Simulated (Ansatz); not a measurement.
SrGaHO₂ (model structure, started from the SrVO2H type, P4/mmm, No. 123, 5 atoms in the cell), treated with r²SCAN (PAW; Ansatz, a program for electronic structure).

Numerical settings: plane-wave cutoff 560 eV, 10×10×10 k mesh, Fermi–Dirac smearing 0.01 eV, scalar-relativistic PAW data made under PBE.

Cell (relaxed at this level):

GaSrHO$_{2}$ is modelled in the tetragonal space group P4/mmm (No. 123), Pearson symbol tP5. Conventional cell: a = b = 3.938 Å, c = 3.601 Å, α = β = γ = 90.00°. Sr on 1d is surrounded by 8 O at 2.668 Å and 4 H at 2.785 Å (cuboctahedral). Ga on 1a is coordinated by 2 H at 1.801 Å and 4 O at 1.969 Å (octahedral). O on 2f has 2 Ga at 1.969 Å and 4 Sr at 2.668 Å (octahedral). H on 1b is surrounded by 2 Ga at 1.801 Å and 4 Sr at 2.785 Å (octahedral). (Neighbours: up to the widest gap in distance over summed covalent radii, below 1.35, at either atom; cation-cation and far metal-metal contacts left out.)

Q: Give the computed band gap, Γ–Γ gap and bulk modulus B0.

A: 
- band gap: 1.48 eV (on the SCF k mesh)
- Γ–Γ gap: 6.23 eV
- bulk modulus B0: 135 GPa

Note: the bulk modulus is −V dP/dV from two relaxed cells at ±2 % in volume; the relaxation could raise the start's symmetry but not lower it, so the cell can be a saddle point.

Spin–orbit coupling is not included.

Computing time: around 3 core-minutes (rough).

A model structure was made by putting elements into a prototype or built by hand; it is no filed structure, need not be a known phase, and can be a saddle point held by its symmetry.
